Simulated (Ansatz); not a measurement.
Base system: SnO (space group P4/nmm, No. 129; a = 3.7685 Å, c = 4.5571 Å; layered, stacked along the Cartesian z axis; relaxed with 0.1 eV smearing). Axes: x, y, z lie along a, b, c of the conventional cell.

Level of theory: Ansatz (a program for electronic structure) PBEsol-D3(BJ), spin-orbit coupling left out.

The change: a pure shear with ε_xz = ε_zx = 0.0133, atoms relaxed at fixed cell.

What happens to the stress and largest internal atomic displacement?

The stress (xx, yy, zz, yz, xz, xy; compression positive) is (0.1, 0.0, 0.1, 0.0, -1.1, 0.0) GPa; the largest internal atomic displacement amounts to 0.021 Å.

The cells carry an imposed strain or load. No phonon test of stability was made. All final runs are without spin polarisation.
